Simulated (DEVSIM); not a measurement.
System: TaN/SiO2/p-Ge capacitor, at 300 K.

| layer (left to right) | material | thickness (nm) | Na (cm⁻³) |
|---|---|---|---|
| 1 | SiO2 | 6.90 | - |
| 2 | Ge | 5200 | 1.3e16 |

Metal gate on the left, work function 4.4 eV. Fixed charge at the semiconductor interface -6e10 cm⁻² (in units of +e); interface traps 4.3e12 cm⁻² eV⁻¹, uniform in energy, neutral level at 0.7 of the gap above the valence band.

The device is made up for the run: typed textbook-type constants, with dimensions and the other settings drawn at random. Values at 300 K.

| parameter | SiO2 | Ge |
|---|---|---|
| gap (eV) | 9 | 0.664 |
| affinity (eV) | 0.9 | 4 |
| permittivity | 3.9 | 16 |
| Nc (cm⁻³) | - | 1.04e19 |
| Nv (cm⁻³) | - | 6e18 |

Simulated with DEVSIM: 1D Poisson equation in equilibrium, Boltzmann statistics, complete ionisation; no quantum confinement or tunnelling. Metal contacts follow the ideal Schottky-Mott rule: no Fermi-level pinning, no interface dipoles.

Base results: minimum of the low-frequency capacitance (μF/cm²) 0.304; capacitance of the dielectric stack (μF/cm²) 0.500; threshold voltage (band bending 2φF) (V) 0.37; flat-band voltage (V) -0.51.

Problem. What follows from this one change: SiO2 thickness 0.0069 → 0.0059 μm?

Solution. minimum of the low-frequency capacitance 0.304 → 0.333 μF/cm²; capacitance of the dielectric stack 0.500 → 0.585 μF/cm²; threshold voltage (band bending 2φF) 0.37 → 0.35 V; flat-band voltage -0.51 → -0.45 V.

Problem. What follows from this one change: substrate doping 1.3e+16 → 2.6e+15 cm^-3?

Solution. minimum of the low-frequency capacitance little changed (0.298 μF/cm²); capacitance of the dielectric stack little changed (0.500 μF/cm²); threshold voltage (band bending 2φF) 0.37 → 0.22 V; flat-band voltage -0.51 → -0.41 V.

Problem. What follows from this one change: gate work function 4.4 → 4.55 eV?

Solution. minimum of the low-frequency capacitance little changed (0.304 μF/cm²); capacitance of the dielectric stack little changed (0.500 μF/cm²); threshold voltage (band bending 2φF) 0.37 → 0.52 V; flat-band voltage -0.51 → -0.36 V.

Problem. What follows from this one change: fixed charge -6e+10 → -8.55e+11 cm^-2?

Solution. minimum of the low-frequency capacitance little changed (0.304 μF/cm²); capacitance of the dielectric stack little changed (0.500 μF/cm²); threshold voltage (band bending 2φF) 0.37 → 0.63 V; flat-band voltage -0.51 → -0.25 V.
